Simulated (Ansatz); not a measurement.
Defect migration in monoclinic HfO2 with all lengths changed by -1 %: O vacancy, charge state +2. The step: one O atom jumps into the vacancy from a nearby O site; the atom moves 2.44 Å along (0.01, -0.12, 0.45) of the unit cell; the moving atom starts with neighbours Hf at 2.07, 2 Hf at 2.09; O at 2.52, O at 2.56 Å and ends with Hf at 2.04, Hf at 2.05, Hf at 2.20; O at 2.56, O at 2.62 Å. DFT values are from Ansatz (plane-wave PAW, 420 eV unless said) in a cell of 96 host sites, spin-restricted, static, with no finite-size correction. The charge state is imposed; whether it is stable for some Fermi level was not computed. Forms of the defect that were not tried may lie lower. For the PBE band: the saddle point's order was not checked.

| Level | Forward barrier (eV) | Cost of the band or of the saddle's single point |
|---|---|---|
| CHGNet universal potential (has no charge state), its own band | 0.63 | - |
| PBE, the Γ point alone, band relaxed | 0.75 | very roughly 40 core-minutes |
| PBE, a 2×2×2 k-point mesh shifted by half a step, same geometries | 0.74 | about 18 core-minutes (a rough figure) |

Ansatz is a quantum-chemistry and plane-wave program.
